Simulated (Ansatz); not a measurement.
The starting structures come from a database of crystals and need not be the phases stable at ambient conditions.

By PBEsol, the system below comes out a metal.

Given:

```
BaZn
1.0
    4.07851     0.00000     0.00000
    0.00000     5.76788     0.00000
    0.00000     2.88394     2.88394
Ba Zn
1 1
Cartesian
  0.00000   0.00000   0.00000
  2.03925   2.88394   0.00000
```

The cell is taken as given; by PBEsol it stands under a pressure of -1.4 GPa.

The current flows along the normal of the first two printed cell vectors, the (110) plane of the conventional cell. No spin-orbit coupling; the value is a mean over 0.1 eV about the Fermi level.

Q: Give the ballistic conductance per area that PBEsol (Ansatz, a first-principles code) yields.

A: 0.54 × 10¹⁵ S/m² for both spins.
